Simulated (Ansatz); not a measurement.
**Harmonic thermodynamics of rock salt PbS**

Per mole of formula units at the relaxed static volume; finite displacements on a 6×6×6 mesh, Ansatz (an electronic-structure program), PBE functional, plane-wave PAW, k mesh 6×6×6; sums on an interpolated 12×12×12 mesh. Spin-orbit coupling is not included. Zero-point energy 3.78 kJ/mol.

```
T (K)  F_vib (kJ/mol)  S (J/mol/K)  C_V (J/mol/K)
-----  --------------  -----------  -------------
100              1.76         43.9           40.1
150             -0.89         61.2           44.9
200             -4.29         74.4           46.9
250                 ?            ?              ?
300            -12.76         93.8           48.5
400            -22.87        107.8           49.1
600            -46.57        127.8           49.5
800            -73.64        142.1           49.7
1000          -103.21        153.2           49.7
```

Question: Fill in the missing entries.

Answer: 
- 250, F_vib (kJ/mol): -8.28
- 250, S (J/mol/K): 85.0
- 250, C_V (J/mol/K): 47.9

No phase change or melting is allowed for: the numbers belong to this structure as given.
